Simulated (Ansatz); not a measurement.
Base system: TaGe2 in the fluorite structure (space group Fm-3m, No. 225; a hypothetical phase, not in the database extracts checked; relaxed with 0.1 eV smearing).

```
CELL_PARAMETERS angstrom
      0.00000     3.11619     3.11619
      3.11619     0.00000     3.11619
      3.11619     3.11619     0.00000
ATOMIC_POSITIONS crystal
  Ta 0.00000 0.00000 0.00000
  Ge 0.25000 0.25000 0.25000
  Ge 0.75000 0.75000 0.75000
```

Cartesian axes are those of the cell as printed.

Level of theory: plane-wave PAW DFT at the r2SCAN level (Ansatz, a quantum-chemistry and plane-wave program, 500 eV), scalar-relativistic without spin-orbit coupling.

Perturbation: the cell is stretched by 4.85 % along y with no lateral relaxation; the atoms relax in the strained cell.

### Question
Predict the stress tensor and what it implies for the stiffness.

### Answer
Stress of the strained cell less that of the base (GPa, compression positive):
```
   -5.9     0.0     0.0
    0.0    -2.4     0.0
    0.0     0.0    -5.9
```

Then −Δσ_ii/ε with ε = 0.0485 gives secant stiffness values (nonlinear terms included at this strain): C22 ≈ 49 GPa, C12 ≈ 123 GPa and C23 ≈ 123 GPa.

An off-diagonal value above the diagonal one breaks a Born criterion: the base is elastically unstable at this level, or the strain is beyond its stable range.

As a check, the harmonic strain energy −½ V₀ Δσ:ε is 7.3 meV/atom; the computed energy rise is 7.9 meV/atom.

No phonon test of stability was made. The final runs are not spin-polarised. TaGe2 has a high density of states at the Fermi level and may be magnetic at this level.
